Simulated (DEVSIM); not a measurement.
System: abrupt Si p-n junction, at 300 K.

| layer (left to right) | material | thickness (μm) | Nd (cm⁻³) | Na (cm⁻³) | τn (s) | τp (s) |
|---|---|---|---|---|---|---|
| 1 | Si | 12.0 | - | 1.7e16 | 2.4e-5 | 2.4e-5 |
| 2 | Si | 22.0 | 5e17 | - | 2.4e-5 | 2.4e-5 |

Left contact: ohmic. Right contact: ohmic. Voltage is applied to the left contact. Recombination: SRH at mid-gap. Gap narrowing is on: ΔEg = 6.92 meV × (l + √(l² + 0.5)), l = ln(N/1.3e17 cm⁻³), shared equally by both band edges. Mobility is constant in doping.

The device is made up for the run: typed textbook-type constants, with dimensions and the other settings drawn at random. Values at 300 K.

```csv
parameter,Si
gap (eV),1.124
affinity (eV),4.05
permittivity,11.7
Nc (cm⁻³),2.86e19
Nv (cm⁻³),3.1e19
μn (cm²/Vs),1417
μp (cm²/Vs),470
```

DEVSIM, 1D drift-diffusion, Boltzmann statistics, complete ionisation; no tunnelling, impact ionisation, image-force lowering or self-heating.

**Question.** Tabulate band edges, carrier densities and field at zero bias.

**Answer.** Energies count from the Fermi level of the right contact; mesh points crowd at the junctions.

```
x (μm)   Ec (eV)  Ev (eV)  n (cm⁻³)  p (cm⁻³)  field (V/cm)
-------  -------  -------  --------  --------  ------------
0.000      0.929   -0.194      7100    1.7e16           ≈ 0
0.04249    0.929   -0.194      7100    1.7e16           ≈ 0
0.1599     0.929   -0.194      7100    1.7e16           ≈ 0
0.4844     0.929   -0.194      7100    1.7e16           ≈ 0
1.921      0.929   -0.194      7100    1.7e16           ≈ 0
5.350      0.929   -0.194      7100    1.7e16           ≈ 0
9.561      0.929   -0.194      7100    1.7e16           ≈ 0
11.38      0.929   -0.194      7100    1.7e16           ≈ 0
11.79      0.895   -0.228     26000    4.6e15         -8900
11.94      0.491   -0.632    1.6e11     7.4e8        -47000
11.99      0.202   -0.921    1.2e16     10000        -61000
12.05      0.105   -1.000    5.0e17       500           -28
12.18      0.105   -1.000    5.0e17       500           ≈ 0
12.53      0.105   -1.000    5.0e17       500           ≈ 0
14.19      0.105   -1.000    5.0e17       500           ≈ 0
18.10      0.105   -1.000    5.0e17       500           ≈ 0
26.69      0.105   -1.000    5.0e17       500           ≈ 0
31.37      0.105   -1.000    5.0e17       500           ≈ 0
33.33      0.105   -1.000    5.0e17       500           ≈ 0
33.77      0.105   -1.000    5.0e17       500           ≈ 0
33.93      0.105   -1.000    5.0e17       500           ≈ 0
34.00      0.105   -1.000    5.0e17       500           ≈ 0
```
